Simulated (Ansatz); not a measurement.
```
CsPbBr3
1.0
    5.86360     0.00000     0.00000
    0.00000     5.86360     0.00000
    0.00000     0.00000     5.86360
Cs Pb Br
1 1 3
Direct
  0.00000   0.00000   0.00000
  0.50000   0.50000   0.50000
  0.00000   0.50000   0.50000
  0.50000   0.50000   0.00000
  0.50000   0.00000   0.50000
```

The cell was generated from a structure type, relaxed within its symmetry, and need not be the phase found at ambient conditions. The run noted for some of its cells that the k mesh resolves the field response roughly. Spin-orbit coupling is not included.

This cell was relaxed within its symmetry with PBEsol in Ansatz (an electronic-structure program). Can a quasi-harmonic thermal-expansion study be run on it?

No: one of the study's cells has modes far below zero and is most likely at no minimum at this level, though too few k-points were not ruled out (phonon / k mesh 2×2×2 / 4×4×4). The program stopped with this message:

```
vibrations stand at or below zero in cell 4 (4.500 modes a cell, the lowest at -32.7 cm⁻¹): the crystal is at no minimum there, or its k-points are too few: type the crystal that it becomes, another pressure, or a denser kpoints.mp_grid, in a new run
```

Keys are those of Ansatz 0.2.
